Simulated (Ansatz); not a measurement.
Electronic density of states of amorphous Hf₁₈O₃₅F₂, density 8.88 g/cm³, on a 2×2×2 Γ-centred mesh with a Gaussian width of 0.1 eV; energies count from the Fermi level, whose place inside the gap is arbitrary. Cell and mesh are small, so fine structure isn't converged. Calculation: PBE, scalar-relativistic without spin-orbit coupling (plane waves to 420 eV, PAW; Ansatz, a first-principles code). Sampling: a 2×2×2 Γ-centred mesh; Fermi-Dirac width 0.02 eV; no spin polarisation. At PBE the levels at the filled edge of the gap are localised (band-tail or defect states).

Preparation: random packing, a CHGNet melt and quench, and a DFT relaxation. O and F atoms were pushed apart under 1.9 Å during the dynamics, to hinder bonds among them. The hot cell started wider than the set density and was brought back towards it in steps. It is the lowest in DFT energy of 2 quenches. It is a model cell: composition and starting density were chosen by hand, and all elements were melted together. No dispersion term was used. Its density started from a set value of 8.88 and ended at 8.88 g/cm³. The simulated quench (nominally 300 K/ps over its main leg) is rapid and tends to freeze in more defects than a deposited or slowly cooled glass has. A cell of this size samples the disorder only roughly. The volume was held where the preparation left it, at a PBE pressure of 2.1 GPa. Stress components on the final sampling reach 3.4 GPa. On a 2×2×2 Γ-centred mesh force components of up to 0.13 eV/Å stay, since the relaxation ran on the zone centre alone. Cycles of charging lowered its energy after that relaxation.

(E - EF (eV), states/(eV atom)): (-12.00, 2.20); (-11.90, 0.55); (-11.80, 0.03); (-11.70, 0.00); (-11.60, 0.00); (-11.50, 0.00); (-11.40, 0.00); (-11.30, 0.00); (-11.20, 0.00); (-11.10, 0.00); (-11.00, 0.00); (-10.90, 0.00); (-10.80, 0.00); (-10.70, 0.00); (-10.60, 0.00); (-10.50, 0.00); (-10.40, 0.00); (-10.30, 0.00); (-10.20, 0.00); (-10.10, 0.00); (-10.00, 0.00); (-9.90, 0.00); (-9.80, 0.00); (-9.70, 0.00); (-9.60, 0.00); (-9.50, 0.00); (-9.40, 0.00); (-9.30, 0.00); (-9.20, 0.00); (-9.10, 0.00); (-9.00, 0.00); (-8.90, 0.00); (-8.80, 0.00); (-8.70, 0.00); (-8.60, 0.00); (-8.50, 0.00); (-8.40, 0.00); (-8.30, 0.00); (-8.20, 0.00); (-8.10, 0.00); (-8.00, 0.00); (-7.90, 0.00); (-7.80, 0.00); (-7.70, 0.00); (-7.60, 0.01); (-7.50, 0.08); (-7.40, 0.19); (-7.30, 0.20); (-7.20, 0.29); (-7.10, 0.31); (-7.00, 0.35); (-6.90, 0.52); (-6.80, 0.63); (-6.70, 0.67); (-6.60, 0.68); (-6.50, 0.68); (-6.40, 0.76); (-6.30, 0.79); (-6.20, 0.77); (-6.10, 0.82); (-6.00, 0.91); (-5.90, 0.91); (-5.80, 0.82); (-5.70, 0.75); (-5.60, 0.85); (-5.50, 0.89); (-5.40, 0.85); (-5.30, 0.85); (-5.20, 0.85); (-5.10, 0.79); (-5.00, 0.81); (-4.90, 0.80); (-4.80, 0.82); (-4.70, 0.81); (-4.60, 0.79); (-4.50, 0.81); (-4.40, 0.77); (-4.30, 0.73); (-4.20, 0.80); (-4.10, 0.87); (-4.00, 0.83); (-3.90, 0.79); (-3.80, 0.84); (-3.70, 0.91); (-3.60, 0.92); (-3.50, 0.88); (-3.40, 0.89); (-3.30, 0.99); (-3.20, 1.03); (-3.10, 0.95); (-3.00, 0.92); (-2.90, 0.86); (-2.80, 0.88); (-2.70, 0.85); (-2.60, 0.75); (-2.50, 0.65); (-2.40, 0.59); (-2.30, 0.55); (-2.20, 0.47); (-2.10, 0.30); (-2.00, 0.21); (-1.90, 0.08); (-1.80, 0.01); (-1.70, 0.00); (-1.60, 0.00); (-1.50, 0.00); (-1.40, 0.00); (-1.30, 0.00); (-1.20, 0.00); (-1.10, 0.00); (-1.00, 0.00); (-0.90, 0.00); (-0.80, 0.00); (-0.70, 0.00); (-0.60, 0.00); (-0.50, 0.00); (-0.40, 0.00); (-0.30, 0.00); (-0.20, 0.00); (-0.10, 0.00); (0.00, 0.00); (0.10, 0.00); (0.20, 0.00); (0.30, 0.00); (0.40, 0.00); (0.50, 0.00); (0.60, 0.00); (0.70, 0.00); (0.80, 0.00); (0.90, 0.00); (1.00, 0.00); (1.10, 0.00); (1.20, 0.00); (1.30, 0.00); (1.40, 0.00); (1.50, 0.00); (1.60, 0.00); (1.70, 0.00); (1.80, 0.00); (1.90, 0.05); (2.00, 0.17); (2.10, 0.23); (2.20, 0.27); (2.30, 0.34); (2.40, 0.43); (2.50, 0.52); (2.60, 0.55); (2.70, 0.55); (2.80, 0.57); (2.90, 0.64); (3.00, 0.67); (3.10, 0.69); (3.20, 0.67); (3.30, 0.70); (3.40, 0.70); (3.50, 0.74); (3.60, 0.76); (3.70, 0.73); (3.80, 0.71); (3.90, 0.72); (4.00, 0.71); (4.10, 0.72); (4.20, 0.73); (4.30, 0.74); (4.40, 0.74); (4.50, 0.68); (4.60, 0.63); (4.70, 0.59); (4.80, 0.64); (4.90, 0.62)

The level gap on this mesh is 3.93 eV; the broadening fills part of it in the curve.
